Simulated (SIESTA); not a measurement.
SIESTA run on MgS (F-43m, 2 atoms in the cell): self-consistent single point.

Computed with LDA PW92, numerical atomic orbitals TZP, PseudoDojo LDA standard norm-conserving potentials (rewritten from UPF to PSML) (SIESTA).

```
CELL_PARAMETERS angstrom
      0.00000     2.83312     2.83312
      2.83312     0.00000     2.83312
      2.83312     2.83312     0.00000
ATOMIC_POSITIONS crystal
  Mg 0.00000 0.00000 0.00000
  S  0.75000 0.75000 0.75000
```

Reference input (self-consistent single point, DFT, GGA PBEsol, numerical atomic orbitals TZP, PseudoDojo PBEsol standard norm-conserving potentials (rewritten from UPF to PSML)): XC.functional = GGA; XC.authors = PBEsol; potentials = PseudoDojo PBEsol standard; PAO.BasisSize = TZP; PAO.EnergyShift = 0.005 Ry; MeshCutoff = 400 Ry; kgrid.MonkhorstPack = 10 10 10; OccupationFunction = FD; ElectronicTemperature = 10 K; MaxSCFIterations = 150; SCF.Mixer.Method = Pulay; SCF.Mixer.Weight = 0.1. This run's input differs from it in these lines:

```diff
@@ -1,2 +1,2 @@
-# files in the folder: Mg.psml S.psml (PseudoDojo PBEsol standard)
+# files in the folder: Mg.psml S.psml (PseudoDojo LDA standard)
 SystemName  MgS
@@ -22,4 +22,4 @@
 
-XC.functional                GGA
-XC.authors                   PBEsol
+XC.functional                LDA
+XC.authors                   PW92
 PAO.BasisSize                TZP
```

Output, abridged:

```
        iscf     Eharris(eV)        E_KS(eV)     FreeEng(eV)     dDmax    Ef(eV) dHmax(eV)
   scf:    1    -1912.904827    -1915.364124    -1915.364124  1.414682 -7.017073  4.594540
   scf:    2    -1915.711098    -1915.542858    -1915.542858  0.035553 -4.543372  3.943266
   scf:    3    -1915.990589    -1915.854122    -1915.854122  0.151095 -5.510784  1.177334
   scf:    4    -1915.845419    -1915.853365    -1915.853365  0.032187 -3.327722  0.376936
   scf:    5    -1915.862178    -1915.859716    -1915.859716  0.023194 -3.388923  0.023900
   scf:    6    -1915.859765    -1915.859748    -1915.859748  0.002446 -3.385862  0.003271
   scf:    7    -1915.859748    -1915.859748    -1915.859748  0.000088 -3.387464  0.000636
   scf:    8    -1915.859748    -1915.859748    -1915.859748  0.000033 -3.387700  0.000037
mix: Pulay -- inversion failed, > SVD [rank/size] 4 / 7
   scf:    9    -1915.859748    -1915.859748    -1915.859748  0.000001 -3.387677  0.000010
SCF Convergence by DM+H criterion
max |DM_out - DM_in|         :     0.0000009766
max |H_out - H_in|      (eV) :     0.0000102529
SCF cycle converged after 9 iterations

Using DM_out to compute the final energy and forces

siesta: E_KS(eV) =            -1915.8597

siesta: E_KS - E_eggbox =     -1915.8597

siesta: Atomic forces (eV/Ang):
     1   -0.000000   -0.000000   -0.000000
     2    0.000000    0.000000    0.000000
   Tot   -0.000000   -0.000000   -0.000000
   Max    0.000000
   Res    0.000000    sqrt( Sum f_i^2 / 3N )
   Max    0.000000    constrained

Stress tensor Voigt[x,y,z,yz,xz,xy] (kbar):        6.34        6.34        6.34        0.00        0.00        0.00
(Free)E + p*V (eV/cell)    -1916.0397
Target enthalpy (eV/cell)    -1915.8597

siesta: Program's energy decomposition (eV):
siesta: FreeEng =     -1915.859748

   [... lines left out ...]
siesta:     0.003957    0.000000    0.000000
siesta:     0.000000    0.003957    0.000000
siesta:     0.000000    0.000000    0.003957

siesta: Cell volume =         45.480466 Ang**3

siesta: Pressure (static):
siesta:                Solid            Molecule  Units
siesta:          -0.00004310         -0.00004310  Ry/Bohr**3
siesta:          -0.00395687         -0.00395687  eV/Ang**3
siesta:          -6.33959922         -6.33960214  kBar
```

The run converged in 9 iterations. Against the reference run the pressure goes from 1.08 to -0.63 GPa and the gap on the mesh goes from 3.339 to 3.229 eV.

The starting cell comes from a database of computed structures (which also holds hypothetical and non-ambient phases and stackings), without a prior relaxation at this level. Values carry the incompleteness of an atom-centred basis.

Cost on one core of a shared machine: roughly 30 s.
